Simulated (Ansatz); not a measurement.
For Ag (fcc (Cu type), Fm-3m) at 650 K, the quasi-harmonic free energy with Ansatz (a program for electronic structure), PBEsol functional, plane-wave PAW gives a volume expansion coefficient α_V = 70.44 × 10⁻⁶ K⁻¹, an isothermal bulk modulus B_T = 90.5 GPa, a molar volume V_m = 10.431 cm³/mol and C_V = 25.24 J/(mol K). 

**Question.** Work out the Grüneisen parameter, C_P and the adiabatic bulk modulus.

**Answer.** γ = α_V B_T V_m / C_V = 2.63. C_P − C_V = α_V² B_T V_m T = 3.04 J/(mol K), so C_P = 28.28 J/(mol K). B_S = B_T C_P/C_V = B_T (1 + α_V γ T) = 101.4 GPa.
